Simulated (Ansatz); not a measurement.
Reference: Au (Fm-3m), PBEsol, rigid bands (plane waves, PAW, scalar-relativistic; Ansatz, a quantum-chemistry and plane-wave program); geometry: cell and atoms relaxed with PBEsol.

Space group Fm-3m (No. 225); a = b = c = 4.083 Å, α = β = γ = 90.00°

```tsv
atom	site	symmetry	x	y	z
Au	4a	m-3m	0.0000	0.0000	0.0000
```
(The calculation used a cell of 1 atom; values per cell refer to that cell.)

- density of states at the Fermi level per atom: 0.28 states/eV
- Drude plasma energy: 8.9 eV
- root-mean-square Fermi velocity: 13.5 ×10⁵ m/s
- resistivity times mean free path: 8.4 ×10⁻¹⁶ Ω·m²

Replace Au by Cu on the same sites and relax. What happens?

Cu (Fm-3m): volume per atom 17.0 to 11.3 Å³; density of states at the Fermi level per atom rises (0.28 states/eV to 0.30 states/eV); Drude plasma energy stays about the same (8.9 eV to 9.1 eV); root-mean-square Fermi velocity falls (13.5 ×10⁵ m/s to 10.9 ×10⁵ m/s); resistivity times mean free path falls (8.4 ×10⁻¹⁶ Ω·m² to 6.5 ×10⁻¹⁶ Ω·m²).

Swap Au for Ag, keeping the structure type. How do these values move?

Ag (Fm-3m): volume per atom 17.0 to 16.7 Å³; density of states at the Fermi level per atom falls (0.28 states/eV to 0.26 states/eV); Drude plasma energy stays about the same (8.9 eV to 9.2 eV); root-mean-square Fermi velocity rises (13.5 ×10⁵ m/s to 14.3 ×10⁵ m/s); resistivity times mean free path stays about the same (8.4 ×10⁻¹⁶ Ω·m² to 8.4 ×10⁻¹⁶ Ω·m²).

Replace Au by Ir on the same sites and relax. What happens?

Ir (Fm-3m): volume per atom 17.0 to 14.0 Å³; density of states at the Fermi level per atom rises (0.28 states/eV to 0.88 states/eV); Drude plasma energy rises (8.9 eV to 10.8 eV); root-mean-square Fermi velocity falls (13.5 ×10⁵ m/s to 8.4 ×10⁵ m/s); resistivity times mean free path falls (8.4 ×10⁻¹⁶ Ω·m² to 3.7 ×10⁻¹⁶ Ω·m²).

Moves up to 5 % count as about the same. Metals at this level; values at 300 K, both spins, means over directions. As a rough test of the mesh, the Fermi surface's area from every second k point differs by up to 3 %. The product of resistivity and mean free path takes one path for all states. Spin-orbit coupling is left out.

The missing spin-orbit coupling matters most for Au (Fm-3m), Ir (Fm-3m).
